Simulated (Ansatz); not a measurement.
Consider C in the diamond structure (space group Fd-3m, No. 227; a = 3.560 Å). Axes: x, y, z lie along the cube axes.

Level of theory: Ansatz (an electronic-structure program) r2SCAN, no spin-orbit coupling.

For the base:

| Quantity | Result |
|---|---|
| Valley order | a point along ⟨100⟩, about 1.3 Å⁻¹ from Γ 4.36 eV |
| Valence-band top at Γ | 0.00, 0.00, 0.00 eV |

Perturbation: tensor shear ε_xy = +1.14 % (engineering shear γ = 0.0228); the atoms relax in the strained cell.

Question: Predict the new valley order.

Answer: The valley order (the lowest conduction-band minima on the path, energy above the VBM, named in the base's zone) changes from a point along ⟨100⟩, about 1.3 Å⁻¹ from Γ 4.36 eV to a point along [001], about 1.3 Å⁻¹ from Γ 4.28 eV; a point along [100], about 1.3 Å⁻¹ from Γ 4.34 eV; Γ 5.53 eV.

Question: Estimate the effect on the valence-band top at Γ.

Answer: The valence-band top at Γ (three highest levels, from the VBM) goes from 0.00, 0.00, 0.00 eV to 0.00, -0.04, -0.05 eV.

Question: What happens to the energy relative to the base?

Answer: The energy goes up by 5.4 meV/atom.

Question: How does this affect the stress?

Answer: The stress (xx, yy, zz, yz, xz, xy; compression positive) amounts to (0.38, 0.38, 0.04, 0.00, 0.00, -13.39) GPa.

The levels and masses belong to the bands next to the band gap. Stability against distortions was not tested.
